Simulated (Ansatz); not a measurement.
Consider MgS in the rock salt structure (space group Fm-3m, No. 225).

```xyz
2
Lattice="0.0000 2.6148 2.6148 2.6148 0.0000 2.6148 2.6148 2.6148 0.0000" Properties=species:S:1:pos:R:3 pbc="T T T"
S      0.0000     0.0000     0.0000
Mg     2.6148     2.6148     2.6148
```

All numbers come from Ansatz (an electronic-structure program) PBE, no spin-orbit coupling, earlier PAW set.

Before the change:

| Quantity | Result |
|---|---|
| Gap character | indirect, Γ → X |
| Width of the top valence band | 2.31 eV |

Now apply this change: hydrostatic tension (pressure −2 GPa).

Question: How does this affect the gap character?

Answer: The gap character is still indirect, Γ → X.

Question: What happens to the width of the top valence band?

Answer: The width of the top valence band falls by 0.08 eV to 2.23 eV.

Question: Estimate the effect on the mean gap deformation potential ΔEg/Δln V.

Answer: The mean gap deformation potential ΔEg/Δln V amounts to -2.2 eV.

Load acts through the strain it causes; cell and atoms are relaxed under it. No phonon test of stability was made.
